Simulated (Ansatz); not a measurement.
**Effect of tensor shear ε_yz = +0.18 % on SiO2**

Start from SiO2 (space group P3_121, No. 152; a = 5.0204 Å, c = 5.5090 Å). Axes: x lies along a and z along c of the hexagonal cell.

One thing is altered: a pure shear with ε_yz = ε_zy = 0.0018; the atoms relax in the strained cell.

All numbers come from plane-wave PAW DFT at the PBE level (Ansatz, a quantum-chemistry and plane-wave program, 420 eV), no spin-orbit coupling, earlier PAW set. Γ-centred 8×8×6 mesh, Fermi–Dirac width 0.05 eV.

The volume per atom is still 13.36 Å³ and the space group changes from P3_121 (No. 152) to C2 (No. 5). The shortest interatomic distance is nearly the same (162.6 pm against 162.5 pm) and the energy stays essentially unchanged. The pressure (mean of the normal stresses, compression positive) is nearly the same (0.01 GPa against 0.03 GPa) and the band gap stays essentially unchanged (5.68 eV against 5.69 eV). The gap character amounts to indirect, C → Γ and the smallest direct gap remains 6.01 eV. The electron mass becomes 0.50 mₑ (at Γ) (base: 0.51 mₑ (at Γ)) and the stress (xx, yy, zz, yz, xz, xy; compression positive) is (0.06, -0.01, 0.02, -0.21, 0.00, 0.00) GPa.

Final structure:

```
SiO2
1.0
    5.02041     0.00000     0.00000
   -2.51021     4.34781     0.00783
    0.00000     0.00992     5.50900
Si O
3 6
Direct
  0.47719   0.00000   0.33333
  0.99930   0.47576   0.66658
  0.52354   0.52424   0.00009
  0.41526   0.25669   0.20629
  0.74410   0.15769   0.53924
  0.84058   0.58554   0.87108
  0.15857   0.74331   0.46037
  0.25504   0.41446   0.79559
  0.58641   0.84231   0.12743
```

Effective masses come from finite differences of ±0.01 Å⁻¹. Stability against distortions was not tested. Labels are those of the standard path for the cell's own space group.
